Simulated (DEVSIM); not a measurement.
Structure: abrupt Si p-n junction, at 300 K.

Layer 1 from the left is Si, thickness (μm) 4.70, Na (cm⁻³) 9.4e16, τn (s) 2.5e-5, τp (s) 2.5e-5. Layer 2 from the left is Si, thickness (μm) 92.0, Nd (cm⁻³) 4.1e16, τn (s) 2.5e-5, τp (s) 2.5e-5.

Left contact: ohmic. Right contact: ohmic. Voltage is applied to the left contact. Recombination: SRH at mid-gap, radiative. Mobility is constant in doping.

Constants are typed, rounded textbook-type inputs, not results; the design itself was drawn at random and stands for no fabricated device. Values at 300 K.

Si: gap (eV) 1.124, affinity (eV) 4.05, permittivity 11.7, Nc (cm⁻³) 2.86e19, Nv (cm⁻³) 3.1e19, μn (cm²/Vs) 1417, μp (cm²/Vs) 470, B (cm³/s) 4.7e-15.

DEVSIM, 1D drift-diffusion, Boltzmann statistics, complete ionisation; no tunnelling, impact ionisation, image-force lowering or self-heating.

Dark forward current:

| |V| (V) | |J| (A/cm²) |
|---|---|
| 0.05 | 1.749e-10 |
| 0.10 | 1.040e-9 |
| 0.15 | 6.186e-9 |
| 0.20 | 3.952e-8 |
| 0.25 | 2.639e-7 |
| 0.30 | 1.798e-6 |
| 0.35 | 1.236e-5 |
| 0.40 | 8.525e-5 |
| 0.45 | 0.0005888 |
| 0.50 | 0.004068 |
| 0.55 | 0.02809 |
| 0.60 | 0.1930 |
| 0.65 | 1.282 |
| 0.70 | 7.172 |
| 0.75 | 26.19 |
| 0.80 | 62.48 |
| 0.85 | 116.0 |
| 0.90 | 187.0 |
| 0.95 | 275.9 |
| 1.00 | 383.0 |
| 1.05 | 508.9 |
| 1.10 | 653.6 |
| 1.15 | 817.4 |
| 1.20 | 1000 |
| 1.25 | 1203 |
| 1.30 | 1425 |

Question: Work out the local ideality factor n = ΔV / (kT/q · ln(J2/J1)) between the rows 0.15 and 0.20 V, 0.45 and 0.50 V, 1.25 and 1.30 V.

Answer: kT/q = 25.85 mV. From 0.15 to 0.20 V: ln(3.952e-8/6.186e-9) = 1.855, n = 1.04, near the 1 of diffusion or emission over a barrier. From 0.45 to 0.50 V: ln(0.004068/0.0005888) = 1.933, n = 1.00, near the 1 of diffusion or emission over a barrier. From 1.25 to 1.30 V: ln(1425/1203) = 0.169, n = 11.42.

Question: Estimate the current at 0.40 V from the Shockley equation with J0 = Σ q ni² D/(N L) coth(W/L), τ joining the SRH, radiative and Auger lifetimes that are on, and W taken as the whole layer.

Answer: ni² = 1.16e20 cm⁻⁶; electrons in the p layer: μ = 1420 cm²/Vs, D = 36.6 cm²/s, τ = 2.47e-5 s, L = 301 μm, W/L = 0.016, term 1.54e-11 A/cm²; holes in the n layer: μ = 470 cm²/Vs, D = 12.1 cm²/s, τ = 2.49e-5 s, L = 174 μm, W/L = 0.53, term 6.53e-13 A/cm². J0 = 1.60e-11 A/cm², and J = J0 exp(qV/kT) = 8.42e-5 A/cm². The simulation gives 8.52e-5 A/cm²; the estimate lies 1.2 % below. The estimate leaves out recombination in the depletion region and that region's share of W.
